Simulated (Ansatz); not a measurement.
Abridged Ansatz (a program for electronic structure) output:

```
Relaxation: its limit of steps is 50 (relax.max_steps)
Pseudopotential: Ti, paw, valence charge 12
Pseudopotential: Al, paw, valence charge 3
Crystal: 8 atoms, lattice volume = 135.167 Å³
Basis set: ecut = 500 eV, 3461 PW (Γ), exchange–correlation on 180×180×144 points (64 copies of the dense FFT grid, shifted against one another)
Bands: 47, of which v1, the nominal top of the filled ones, is band 39 counted from 1 (38 counted from 0)
Symmetry: 24 space group operations
k-points: 84 of 1000
Functional: x = r2scan, c = r2scan; τ floored in thin density (d = 2e-4 eV/Å³)
SCF iter   1: F=—  HF=-16110.503055 eV  |F-HF|=—  |Δ(HF+E_count)|=         —  Δρ=6.13e-2  dr2=5.27e0  dr2_τ=2.02e-1  ethr=3.10e-3  ⟨swp⟩=7.5  Hψ=14878  notcnv=0
SCF iter   2: F=—  HF=-16109.614571 eV  |F-HF|=—  |Δ(HF+E_count)|=   8.88e-1  Δρ=2.34e-2  dr2=7.80e-1  dr2_τ=2.07e-2  ethr=3.10e-3  ⟨swp⟩=3.3  Hψ=8837  notcnv=0
SCF 1 converged in 8 iterations: F = -16109.513270 eV  dr2 = 1.36e-8
relax step   1: F+E_penalty+E_count = -16109.51327009 eV  Δ(F+E_penalty+E_count) = +0.000e0 eV  max|allowed force component| = 6.267e-3 eV/Å  Δτ_max = 0.0000 Å  P = -2.217 GPa  Ω = 135.167 Å³  fix = [a, b, gamma]  reactions: a -3.245, b -3.245 GPa  (8 SCF iters, dr2 threshold 1.00e-7 eV, accepted)
[... steps on the carried basis left out ...]
relax step   3: F+E_penalty+E_count = -16109.51337628 eV  Δ(F+E_penalty+E_count) = -3.756e-6 eV  max|allowed force component| = 2.668e-5 eV/Å  Δτ_max = 0.0006 Å  P = -2.133 GPa  Ω = 135.072 Å³  energy of the carried Pulay correction = +4.847e-5 eV  fix = [a, b, gamma]  reactions: a -3.200, b -3.200 GPa  (5 SCF iters, dr2 threshold 4.15e-8 eV, accepted)
Crystal: 8 atoms, lattice volume = 135.072 Å³
SCF iter   1: F=—  HF=-16109.513379 eV  |F-HF|=—  |Δ(HF+E_count)|=         —  Δρ=2.77e-6  dr2=4.80e-9  dr2_τ=4.38e-9  ethr=8.96e-7  ⟨swp⟩=4.0  Hψ=25079  notcnv=0
SCF iter   2: F=—  HF=-16109.513332 eV  |F-HF|=—  |Δ(HF+E_count)|=   4.72e-5  Δρ=1.54e-6  dr2=1.99e-9  dr2_τ=2.50e-10  ethr=6.16e-12  ⟨swp⟩=3.1  Hψ=8109  notcnv=0
SCF 4 converged in 6 iterations: F = -16109.513332 eV  dr2 = 5.63e-13
SCF converged after 6 iterations
Free energy (F): -16109.513332 eV
Internal energy: -16109.475484 eV  (E = F + TS)
E sigma→0 (E₀):  -16109.494408 eV
Entropy (-TS):   -0.037848 eV (-4.731 meV/atom)
[...]
  atom   3  Ti    -0.00002375     0.00001371     0.00000000
  atom   4  Ti    -0.00002375    -0.00001371     0.00000000
  atom   5  Ti     0.00000000    -0.00002742     0.00000000
  atom   6  Ti     0.00002375    -0.00001371     0.00000000
  atom   7  Al     0.00000000    -0.00000000     0.00000000
  atom   8  Al    -0.00000000     0.00000000    -0.00000000
--- Stress (GPa, compression-positive) ---
       -3.200138       0.000000       0.000000
        0.000000      -3.200138       0.000000
        0.000000       0.000000      -0.000163
  P = ⅓ Tr σ = -2.1335 GPa (-21.335 kbar)
--- Relaxed structure (3 steps of the walk, 3 accepted, 1 SCFs on fresh bases) ---
  cell:  # Å, volume = 135.0724 Å³
    - [5.824385862783981, -1.8138641877427955e-97, -4.007208856171954e-34]
    - [2.9121929313919903, 5.044066118613873, -2.516268981271132e-34]
    - [-3.165418764620977e-34, -4.6761868113718975e-35, 4.597649402866174]
  atoms:
    - { symbol: Ti, position: [0.829872229393967, 0.8298722293939671, 0.25] }
    - { symbol: Ti, position: [0.17012777060603268, 0.6597444587879345, 0.75] }
    - { symbol: Ti, position: [0.3402555412120656, 0.8298722293939671, 0.25] }
    - { symbol: Ti, position: [0.17012777060603274, 0.17012777060603276, 0.75] }
    - { symbol: Ti, position: [0.8298722293939671, 0.3402555412120655, 0.25] }
    - { symbol: Ti, position: [0.6597444587879344, 0.17012777060603276, 0.75] }
    - { symbol: Al, position: [0.33333333333333326, 0.3333333333333333, 0.25] }
    - { symbol: Al, position: [0.6666666666666665, 0.6666666666666666, 0.75] }
```

Q: What was computed, and what are the main results?

A: Ti3Al, 8 atoms in the cell, with Kohn–Sham DFT with the r2SCAN functional, run in Ansatz with PAW and 500 eV plane waves, scalar-relativistic without spin-orbit coupling, earlier PAW set. The last SCF converged to F = -16109.513332 eV, or -2013.6892 eV per atom, at a pressure of -2.13 GPa. The total energy compares only with runs of the same code, potentials and settings.

The cells carry an imposed strain or load. No phonon test of stability was made. All final runs are without spin polarisation. The cell was made from Ti$_{3}$Al (space group P6_3/mmc, No. 194) by this change: biaxial strain +1.34 %, plane normal [001], relaxed out of plane.

Keys are those of Ansatz 0.2.
